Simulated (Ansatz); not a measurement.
Structure of amorphous W24C12N12 (periodic cell):

```xyz
48
Lattice="8.2315 0.0000 0.0000 0.0000 8.2315 0.0000 0.0000 0.0000 8.2315" Properties=species:S:1:pos:R:3 pbc="T T T"
W      6.8311     1.5963     3.2517
W      4.6822     7.6059     1.5949
W      6.4597     2.5632     0.1419
W      1.3600     6.4739     7.5428
W      1.8591     0.8143     6.3889
W      4.9171     1.9636     6.1556
W      0.3729     0.4007     0.8853
W      7.0355     4.3368     2.2521
W      7.4334     0.0038     6.4266
W      0.0262     6.5237     3.3207
W      4.2410     7.3150     7.0554
W      4.5779     3.2855     2.4630
W      0.2191     3.6933     4.7815
W      3.8670     4.3809     7.7976
W      3.3504     1.6958     0.4161
W      6.8789     6.4025     0.4399
W      2.5879     6.7403     4.9245
W      0.9292     3.3683     7.3597
W      3.1212     1.0264     3.5734
W      1.2705     2.6916     2.2866
W      3.0121     3.8588     5.0260
W      5.0275     5.4569     3.9099
W      2.5469     5.5541     2.0092
W      6.3757     4.6119     6.3417
C      6.4032     0.2844     0.6659
C      4.1226     5.4913     5.9162
C      5.2520     0.7696     8.1315
C      0.6482     6.3733     1.2718
C      3.3001     6.4272     0.3482
C      0.7010     7.3831     5.4758
C      3.6346     6.9358     3.2016
C      3.6933     0.3232     5.4876
C      2.1147     0.7672     1.8717
C      2.8891     2.7222     6.8194
C      2.8366     3.6138     1.3184
C      5.8441     4.5230     0.3873
N      7.9854     0.1847     2.9381
N      8.1865     1.5593     7.4600
N      0.1394     5.0140     6.6724
N      6.2312     6.6703     6.7063
N      6.2550     6.3820     2.4178
N      6.6228     1.2663     5.1474
N      1.5897     5.0351     4.0255
N      4.9584     1.1669     2.9003
N      1.6368     2.2383     4.3374
N      7.0263     5.1345     4.2993
N      0.0224     3.5643     0.8873
N      5.0046     3.3961     4.6364
```

Calculation: PBE, scalar-relativistic without spin-orbit coupling (plane waves to 420 eV, PAW; Ansatz, a quantum-chemistry and plane-wave program).

It comes from a melt-quench run on a machine-learned potential (CHGNet), relaxed afterwards by DFT. N atoms were pushed apart under 1.9 Å during the dynamics, to hinder bonds among them. The hot cell started wider than the set density and was brought back towards it in steps. It is the lowest in DFT energy of 2 quenches. It is a model cell: composition and starting density were chosen by hand, and all elements were melted together. No dispersion term was used. Its density started from a set value of 16.59 and ended at 14.07 g/cm³. The simulated quench (nominally 450 K/ps over its main leg) is rapid and tends to freeze in more defects than a deposited or slowly cooled glass has. A cell of this size samples the disorder only roughly. The volume was free in the relaxation, at fixed shape. Stress components on the final sampling reach 2.1 GPa. On a 2×2×2 Γ-centred mesh force components of up to 0.36 eV/Å stay, since the relaxation ran on one k-point at (1/4, 1/4, 1/4).

Cut-offs for bonds: W-W 3.04 Å, W-C 2.35 Å, W-N 2.64 Å, C-C 1.78 Å, C-N 1.76 Å, N-N 1.70 Å. Two cations that share two anions don't count as bonded, nor two that share one unless they lie closer than W-W 2.95 Å, W-C 2.29 Å, C-C 1.63 Å.

### Question
Give the coordination numbers, mean bond lengths and angles.

### Answer

| Property | Value |
|---|---|
| Mean coordination of W | 8.00 (2 with 5, 2 with 6, 4 with 7, 9 with 8, 2 with 9, 3 with 10, 2 with 11) |
| Mean coordination of C | 4.83 (1 with 3, 2 with 4, 7 with 5, 2 with 6) |
| Mean coordination of N | 4.33 (2 with 3, 4 with 4, 6 with 5) |
| Mean W-W close contact | 2.869 Å (spread 0.088 Å, 42 counted) |
| Mean W-C close contact | 2.155 Å (spread 0.085 Å, 56 counted) |
| Mean W-N bond | 2.121 Å (spread 0.127 Å, 52 counted) |
| Mean C-C bond | 1.465 Å (spread 0.000 Å, 1 counted) |
| Bond angle at W | mean 97.0°, spread 33.6° |
| Bond angle at C | mean 105.6°, spread 29.6° |
| Bond angle at N | mean 107.1°, spread 25.9° |
